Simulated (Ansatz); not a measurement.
Start from Ti3O5 (space group C2/m, No. 12).

```
Ti3O5
1.0
    4.81481    -1.92409     0.00000
    4.81481     1.92409     0.00000
   -0.17934     0.00000     9.17851
Ti O
6 10
Direct
  0.94315   0.94315   0.64108
  0.05685   0.05685   0.35892
  0.86622   0.86622   0.95541
  0.13378   0.13378   0.04459
  0.22241   0.22241   0.73847
  0.77759   0.77759   0.26153
  0.58627   0.58627   0.34021
  0.41373   0.41373   0.65979
  0.67034   0.67034   0.05389
  0.32966   0.32966   0.94611
  0.87101   0.87101   0.44267
  0.12899   0.12899   0.55733
  0.24415   0.24415   0.24430
  0.75585   0.75585   0.75570
  0.04209   0.04209   0.84737
  0.95791   0.95791   0.15263
```

Computed with Ansatz (a first-principles code), PBEsol, PAW, cutoff 420 eV, no SOC.

For the base:

```
Property                           Result
-----------------------------  ----------
Shortest interatomic distance     1.875 Å
Density                        4.37 g/cm³
Band gap                             zero
```

Now apply this change: a hydrostatic pressure of 3 GPa.

**Question.** What does the calculation give for the shortest interatomic distance, density and band gap after the change?

**Answer.** The shortest interatomic distance drops by 0.0085 Å, from 1.875 Å to 1.867 Å; the density goes up by 0.07 g/cm³ (4.37 g/cm³ → 4.44 g/cm³); the band gap remains zero.

Load acts through the strain it causes; cell and atoms are relaxed under it. Stability against distortions was not tested. No Hubbard U is applied, and correlation can decide whether such a compound is a metal. All final runs are without spin polarisation.
